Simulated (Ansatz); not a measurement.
The reference is InP in the zinc blende structure (space group F-43m, No. 216; a = 5.878 Å). Axes: x, y, z lie along the cube axes.

Method: Ansatz (a quantum-chemistry and plane-wave program), PBEsol, PAW, cutoff 420 eV, without spin-orbit coupling.

Now apply this change: an isotropic linear strain of +1.00 %, atoms relaxed at fixed cell.

**Question.** Predict the stress tensor and what it implies for the stiffness.

**Answer.** Stress of the strained cell less that of the base (GPa, compression positive):
```
  -1.86    0.00    0.00
   0.00   -1.86    0.00
   0.00    0.00   -1.86
```

Then B = −ΔP/(ΔV/V₀) with ΔV/V₀ = 0.0303 gives secant stiffness values (nonlinear terms included at this strain): B ≈ 61 GPa.

As a check, the harmonic strain energy −½ V₀ Δσ:ε is 4.4 meV/atom; the computed energy rise is 4.6 meV/atom.

Stability against distortions was not tested.
